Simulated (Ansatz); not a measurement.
Reference: BN (Fmm2), PBEsol+D3BJ, rigid bands (plane waves, PAW, scalar-relativistic; Ansatz, an electronic-structure program); axes and stresses refer to this cell.

```
BN
1.0
    0.00000     3.23887     2.16296
    1.25101     0.00000     2.16296
    1.25101     3.23887     0.00000
B N
1 1
Cartesian
  1.25101   3.23887   0.00060
  1.25101   3.23887   2.88349
```

The Seebeck coefficient, p-type 1e19 cm⁻³ is 359 μV/K and the hole mass along x is 0.83 mₑ. The hole conductivity mass is 0.92 mₑ.

Q: Change: uniaxial stress zz = 2 GPa (compression positive). What happens to Seebeck coefficient, p-type 1e19 cm⁻³, hole mass along x, hole conductivity mass?

A: Seebeck coefficient, p-type 1e19 cm⁻³ moves little, to 358 μV/K; hole mass along x moves little, to 0.83 mₑ; hole conductivity mass moves little, to 0.92 mₑ.

Masses are for dilute carriers at 300 K, harmonic means over directions unless an axis is named. Seebeck coefficients are for the stated density at 300 K, with one relaxation time for all states and whether or not that doping can be reached. Spin-orbit coupling is left out unless a row names it. Stresses and pressures are the targets of the relaxation.  The structure type is held under load, also where the real crystal would transform.

Computed structure with no diffraction record at hand here (it may be known, metastable or hypothetical): BN (Fmm2). PBEsol with a dispersion correction tends to overbind, so the cell can be several per cent short, in bad cases over ten, which usually narrows a gap: BN (Fmm2).
